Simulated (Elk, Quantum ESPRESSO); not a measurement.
**Equation of state of antifluorite Mg2Ge (space group 225): energy against volume (Elk, PBE)**

```xyz
3
Lattice="0.0000 3.1382 3.1382 3.1382 0.0000 3.1382 3.1382 3.1382 0.0000" Properties=species:S:1:pos:R:3 pbc="T T T"
Mg     1.5691     1.5691     1.5691
Mg     4.7073     4.7073     4.7073
Ge     0.0000     0.0000     0.0000
```

Computed with PBE, all-electron FP-LAPW, Elk's shipped species files, APW+lo basis with extra local orbitals in Elk. Settings: xctype = 20; rgkmax = 9.12; stype = 3; swidth = 0.000367493 Ha; ngridk = 9 9 9; gmaxvr = 14 1/bohr; nxlo = 2; lorbcnd = true; lmaxi = 3; sphere radii = {Mg: 2.2, Ge: 2.4} bohr. The cell above is the first row's. The rows scale it uniformly. In all rows fractional positions and the k mesh are held. E is the free energy at the stated smearing, counted from the lowest row.

```
V (Å^3/atom)  E (meV/atom)
------------  ------------
20.604               16.46
21.052                7.49
21.500                2.14
21.947                0.00
22.395                0.78
22.843                4.16
23.291                9.88
23.739               17.73
24.187                   ?
```

Fit E against V with the third-order Birch-Murnaghan form, a cubic in V^(-2/3), and predict the withheld value at V = 24.187.

With u = V^(-2/3) - 0.127, the rows have u = 0.006055, 0.004161, 0.002333, 0.000570, -0.001137, -0.002788, -0.004386, -0.005933. Least squares gives E = -0.047 - 181.2·u + 477211·u² + 475767·u³. Residuals (row less fit): 0.003, -0.006, 0.006, -0.005, 0.005, 0.003, -0.008, 0.003; standard error 0.007 (degrees of freedom: 4). Its minimum lies at u = 0.000190, so V0 = (0.127190)^(-3/2) = 22.05. There d²E/du² = 955000 and d³E/du³ = 2855000, so B0 = (4/9) × 22.05^(-7/3) × 955000 × 0.160218 = 49.9 GPa (the last factor turns the table's units into GPa), and B0' = 4 + (2/3) × 0.127190 × (2855000)/955000 = 4.3. At the withheld row, u = -0.007433, so E = -0.047 - 181.2 × (-0.007433) + 477211 × (-0.007433)² + 475767 × (-0.007433)³ = 27.470 meV/atom. The calculation gives 27.46 meV/atom, 0.010 meV/atom below the prediction (under 0.05 % of the range of E in the table). The row lies outside the fitted rows, so this is an extrapolation. From the scatter of the fitted rows alone, a prediction at this place has a standard error of 0.017 meV/atom, so the miss is 0.6 times that.

Carrying the step between the two nearest rows on in a straight line would have given 25.58, off by 1.88; series whose last step already gives the withheld value aren't shown. The scan was laid around a cell of about the measured size, scaled by a guess for this functional. The runs keep the symmetry of the cell, so they don't test it for distortions. A plane-wave scan with the same functional (Quantum ESPRESSO, GBRV) gives V0 = 22.05 Å^3/atom and B0 = 49.7 GPa; a Birch-Murnaghan fit to all rows here lies 0.0 % from it in V0 and 0 % in B0; the two differ in basis, and may differ in potentials and mesh. Values depend on the basis (sphere radii, cutoffs, local orbitals), which need not be converged. Sphere radii are the same in all rows. Cutoffs and mesh are single choices, not tested for convergence of this quantity. Series with a scatter that would blur these digits, or in which a gap closes, are not shown. Nor are scans whose minimum lies at an end fitted in this form.
